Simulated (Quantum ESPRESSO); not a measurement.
**Quick settings and what they miss: Zr4Al3 (P6/mmm, 7 atoms in the cell)**

Self-consistent single point.

```
CELL_PARAMETERS angstrom
      5.43753     0.00000     0.00000
     -2.71876     4.70904     0.00000
      0.00000     0.00000     5.39779
ATOMIC_POSITIONS crystal
  Zr 0.00000 0.00000 0.26033
  Zr 0.00000 0.00000 0.73967
  Zr 0.33333 0.66667 0.50000
  Zr 0.66667 0.33333 0.50000
  Al 0.00000 0.50000 0.00000
  Al 0.50000 0.00000 0.00000
  Al 0.50000 0.50000 0.00000
```

Computed with PBEsol, GBRV 1.5 ultrasoft (PBESOL) pseudopotentials (plane waves; Quantum ESPRESSO).

Base settings: ecutwfc = 40 Ry; ecutrho = 320 Ry; occupations = smearing; smearing = cold; degauss = 0.0147 Ry; potentials = {Zr: zr_pbesol_v1.uspp.F.UPF, Al: al_pbesol_v1.uspp.F.UPF}; K_POINTS = automatic 7 7 6 0 0 0; conv_thr = 1e-10 Ry; mixing_beta = 0.7.

Tight run (finer mesh or higher cutoff; not a proven limit): ecutwfc: 40 Ry → 56 Ry; ecutrho: 320 Ry → 448 Ry; conv_thr: 1e-10 Ry → 7.3e-11 Ry; K_POINTS: automatic 7 7 6 0 0 0 → automatic 10 10 9 0 0 0. It gave Fermi level (on the code's own zero) 11.90 eV; pressure -3.10 GPa; largest force (vector length) 0.032 eV/Å.

Quick runs, as changes from the base:
- A: the base itself
- B: ecutwfc: 40 Ry → 28 Ry; ecutrho: 320 Ry → 224 Ry; conv_thr: 1e-10 Ry → 7.3e-06 Ry; pseudopotentials: {Zr: zr_pbesol_v1.uspp.F.UPF, Al: al_pbesol_v1.uspp.F.UPF} → {Zr: zr_lda_v1.uspp.F.UPF, Al: al_lda_v1.uspp.F.UPF}; K_POINTS: automatic 7 7 6 0 0 0 → automatic 8 8 8 0 0 0 [LDA (PZ)]
- C: ecutwfc: 40 Ry → 20 Ry; ecutrho: 320 Ry → 160 Ry; smearing: cold → fd; K_POINTS: automatic 7 7 6 0 0 0 → automatic 4 4 4 0 0 0
- D: ecutwfc: 40 Ry → 24 Ry; ecutrho: 320 Ry → 192 Ry; K_POINTS: automatic 7 7 6 0 0 0 → automatic 6 6 6 0 0 0
- E: ecutwfc: 40 Ry → 20 Ry; ecutrho: 320 Ry → 160 Ry; smearing: cold → mp; conv_thr: 1e-10 Ry → 7.3e-05 Ry; pseudopotentials: {Zr: zr_pbesol_v1.uspp.F.UPF, Al: al_pbesol_v1.uspp.F.UPF} → {Zr: zr_lda_v1.uspp.F.UPF, Al: al_lda_v1.uspp.F.UPF}; K_POINTS: automatic 7 7 6 0 0 0 → automatic 2 2 2 0 0 0 [LDA (PZ)]
- F: ecutwfc: 40 Ry → 32 Ry; ecutrho: 320 Ry → 256 Ry; degauss: 0.0147 Ry → 0.0099958 Ry; K_POINTS: automatic 7 7 6 0 0 0 → automatic 6 6 6 0 0 0

Energies are extrapolated to zero smearing width, which holds to low order in the width alone (under cold and Methfessel-Paxton smearing the free energy itself is taken).

Dashes: energy of B, E, another energy zero; pressure of B, E, not trusted under this conv_thr with d or f elements; time of C, E, under 30 s.

† marks runs with another functional, U, potentials or spin treatment: their distance from the tight run is not a convergence error alone.

The count of work is k-points × plane waves × bands × iterations; it is no time. Core times come from one kind of shared machine and are given to one figure; runs under 30 s give none.

The starting cell comes from a database of computed structures (which also holds hypothetical and non-ambient phases and stackings), without a prior relaxation at this level. Its lattice was rescaled by a random factor within 2.5 % of one. In the base run, with a pressure of about -3 GPa the cell is away from its equilibrium volume at this level.

```tsv
run	energy less tight (meV/atom)	pressure less tight (GPa)	largest miss in a force vector (eV/Å)	count of work / tight	core time / tight (rough)
A	2.7	0.03	0.005	0.28	0.4
B†	–	–	0.052	0.19	0.2
C	32.3	-2.15	0.049	0.037	–
D	3.6	-0.16	0.046	0.11	0.1
E†	–	–	0.564	0.0072	–
F	1.6	-0.02	0.075	0.17	0.2
```

Among the runs at the tight run's level, the energy misses run from 1.6 to 32.3 meV/atom.
